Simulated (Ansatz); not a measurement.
For fluorite HfO2 (high-temperature phase), PBE (plane waves, PAW; Ansatz, a quantum-chemistry and plane-wave program) gives:

- lattice parameter a = 5.097 Å
- bulk modulus = 246 GPa
- band gap = 3.75 eV

Task: What does Hartree–Fock (plane waves, PAW; Ansatz) give for the same quantities?

Result: 
- lattice constant a: 5.091 Å (decreases by 0.1 %)
- bulk modulus: 285 GPa (rises by 16 %)
- band gap: 13.91 eV (increases by 10.16 eV)

For comparison: bulk modulus 242 ± 16 GPa (measured, room temperature, not corrected to a static lattice, nanocrystalline cubic HfO2, second-order Birch-Murnaghan; as tabulated in High-pressure structural stability, equation of state, and thermal expansion …).

Changes are worked out from the printed values.

Unless a cell is named, each level is at its own relaxed cell (PBE 11.04, Hartree–Fock 11.00 Å³/atom).

Levels without +SOC leave out spin–orbit coupling, which shifts energies and cells of such heavy elements.

Spin–orbit coupling is included only where a level's name says +SOC; with heavier elements it mostly lowers gaps and can invert bands. Density-functional gaps are differences of (generalised) Kohn–Sham levels.

Caveats: symmetry holds this phase in the static calculation, where it need not be a minimum (PBE, Hartree–Fock). Ansatz's density-functional and Hartree–Fock values are scalar-relativistic unless marked +SOC, with PAW data made under PBE.
